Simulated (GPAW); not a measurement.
Band structure of AlFe (Pm-3m, 2 atoms in the cell).

```yaml
crystal:
  lattice:
    - [2.80254, 0.00000, 0.00000]
    - [0.00000, 2.80254, 0.00000]
    - [0.00000, 0.00000, 2.80254]
  atoms:
    - { symbol: Al, position: [0.00000, 0.00000, 0.00000] }
    - { symbol: Fe, position: [0.50000, 0.50000, 0.50000], spin: 4.0 }
```
(The spins are starting values, not results.)

Method: PBE, GPAW PAW datasets PBE (gpaw-data 1.0.1) (plane waves; GPAW).

Settings: spinpol = true; mode = pw; ecut = 850 eV; xc = PBE; kpts = 12 12 12; mesh shift (steps) = 0 0 0; occupations.name = fermi-dirac; occupations.width = 0.1 eV; nbands = -8; convergence.density = 1e-05 e/electron; symmetry.symmorphic = false; symmetry.tolerance = 0.0005; maxiter = 150; bandpath_npoints = 40.

The starting cell comes from a database of computed structures (which also holds hypothetical and non-ambient phases and stackings), without a prior relaxation at this level. Its lattice was rescaled by a random factor within 2.5 % of one. The moments shrank to a small part of their start, a low-spin state that need not be the lowest.

Levels in eV from the Fermi level, bands 3 to 10 of the first spin channel:
```tsv
point	3	4	5	6	7	8	9	10
Γ	-2.76	-0.30	-0.30	-0.30	6.79	6.79	6.79	9.74
X	-2.04	-1.36	-1.36	-0.15	1.11	8.82	11.53	11.53
M	-2.26	-2.26	-1.12	-1.12	0.61	3.62	4.68	13.74
R	-3.89	0.65	0.65	3.02	3.02	3.02	5.00	6.51
```

Bands cross the Fermi level along this path, so the cell is metallic at this level.

The net moment of the cell came out as 0.63 μB.
